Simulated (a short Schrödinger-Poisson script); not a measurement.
Structure: gated In0.52Al0.48As/In0.53Ga0.47As modulation-doped gas in a quantum well, at 300 K.

| layer | material | thickness (nm) | Nd (cm⁻³) | Na (cm⁻³) |
|---|---|---|---|---|
| 1 | In0.52Al0.48As | 30 | - | - |
| 2 | In0.52Al0.48As | 10 | 1.2e18 | - |
| 3 | In0.52Al0.48As | 10 | - | - |
| 4 | In0.53Ga0.47As | 15 | - | - |
| 5 | In0.52Al0.48As | 4000 | - | 7e14 |

The device is made up for the run: typed textbook-type constants, with dimensions and the other settings drawn at random. In0.52Al0.48As: permittivity 12.5, conduction-band edge (eV) 0.52, gap (eV) 1.45, electron mass (mₑ) 0.075, Nv at 300 K (cm⁻³) 1.1e19. In0.53Ga0.47As: permittivity 13.9, conduction-band edge (eV) 0, gap (eV) 0.74, Nv at 300 K (cm⁻³) 7.7e18.

Channel valleys (confinement mass, in-plane density-of-states mass, number): Γ 0.041, 0.041, 1. At the gate the conduction-band edge of layer 1 lies 0.65 eV − eVg above the Fermi level of the channel; the field vanishes at the back. Donor level 0.006 eV below the band edge. The barrier under the gate holds no holes. Gaps are held at their typed values at every temperature. Mesh 0.08 nm at interfaces.

From a short Schrödinger-Poisson script (our own, NumPy): 1D Poisson equation in equilibrium, electrons quantum, Hartree (BenDaniel-Duke, 40 states a valley, the channel's in-plane mass for all, wave functions free to enter the barrier), parabolic valleys, classical holes, donors ionised by Fermi statistics, acceptors fully, no traps, pinning or gate leakage.

The same stack at other levels of the model or other numerical settings:

| run | sheet density of all electrons at Vg = 0.4 V (cm⁻²) | sheet density of all electrons at Vg = -0.1 V (cm⁻²) | capacitance at Vg = 0.4 V (μF/cm²) | centroid of the channel electrons at Vg = 0.4 V (nm) | rough cost against the base |
|---|---|---|---|---|---|
| base | 9.47e11 | 3.59e11 | 0.197 | 6.11 | about 1 |
| electrons treated as classical, Boltzmann | 1.03e12 | 4.00e11 | 0.210 | … | 0.02 |
| electrons treated as classical, Fermi-Dirac | … | 3.83e11 | 0.197 | 5.55 | 0.09 |
| electrons treated as quantum, Hartree plus LDA exchange-correlation | 9.61e11 | 3.68e11 | 0.198 | 6.06 | 2 |
| mesh six times as coarse | 9.46e11 | 3.58e11 | 0.197 | 6.10 | 0.2 |
| one subband a valley | 9.38e11 | 3.56e11 | 0.194 | … | 0.2 |

Q: Fill in the missing entries.

A: 
- one subband a valley, centroid of the channel electrons at Vg = 0.4 V (nm): 5.93
- electrons treated as classical, Boltzmann, centroid of the channel electrons at Vg = 0.4 V (nm): 4.18
- electrons treated as classical, Fermi-Dirac, sheet density of all electrons at Vg = 0.4 V (cm⁻²): 9.76e11

The classical rows ignore confinement, and Boltzmann statistics overrate the density once the band edge passes the Fermi level.
